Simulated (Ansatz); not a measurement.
Base system: Bi in the A7 type structure (space group R-3m, No. 166; a = 4.472 Å, c = 11.279 Å (hexagonal axes)).

Method: PBEsol-D3(BJ), PAW, 420 eV (Ansatz, a program for electronic structure; no SOC).

For the base:

- Volume per atom = 32.56 Å³
- c/a ratio = 2.522

Modification: As takes the place of Bi on all its sites, then cell and atoms are relaxed.

Tabulated Pauling electronegativity and covalent radius: Bi 2.02, 1.48 Å; As 2.18, 1.19 Å.

### Question
How does this affect the volume per atom?

### Answer
The volume per atom shrinks by 12.81 Å³ (32.56 Å³ → 19.75 Å³).

### Question
What happens to the c/a ratio?

### Answer
The c/a ratio rises by 0.082 to 2.604.

Stability against distortions was not tested.
